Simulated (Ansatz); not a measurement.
Start from BaTiO3 (space group P4mm, No. 99; a = 3.955 Å, c = 4.046 Å). Axes: x, y, z lie along a, b, c of the conventional cell.

The change: strain tensor (xx, yy, zz, yz, xz, xy) = (+0.23, −0.63, +1.02, +1.33, +0.32, −1.00) %, atoms relaxed at fixed cell.

Levels (all Ansatz, a program for electronic structure, PAW, earlier PAW set): PBEsol (420 eV, spin-orbit coupling left out); r2SCAN (500 eV, scalar-relativistic without spin-orbit coupling); HSE06 (420 eV, scalar-relativistic without spin-orbit coupling); PBEsol+SOC (420 eV, noncollinear with spin-orbit coupling).

One geometry, relaxed with PBEsol, under each level:

```csv
level,band gap,lowest conduction level above the VBM at special points,pressure
PBEsol,2.01 eV,Γ 2.01 eV; X 2.18 eV; Z 2.49 eV; Y 2.50 eV,0.25 GPa
r2SCAN,___,___,___
HSE06,3.51 eV,Γ 3.51 eV; X 3.68 eV; Z 4.00 eV,–
PBEsol+SOC,2.01 eV,Γ 2.01 eV; X 2.18 eV; Z 2.49 eV; Y 2.50 eV,0.25 GPa
```

Q: Give the withheld r2SCAN results.

A: 
- r2SCAN, band gap: 2.43 eV
- r2SCAN, lowest conduction level above the VBM at special points: Γ 2.43 eV; X 2.57 eV; Z 2.87 eV; Y 2.89 eV
- r2SCAN, pressure: 3.52 GPa

Single points use the geometry relaxed with PBEsol. Their cutoffs differ, which shifts pressures a little. HSE06 was sampled on its mesh, a few special points and the semilocal edge points, so its gap is an upper bound. Differences between runs with and without spin-orbit coupling are approximate. Whether these cells are dynamically stable was not tested. The runs without spin-orbit coupling are not spin-polarised. Labels are those of the standard path for the cell's own space group.
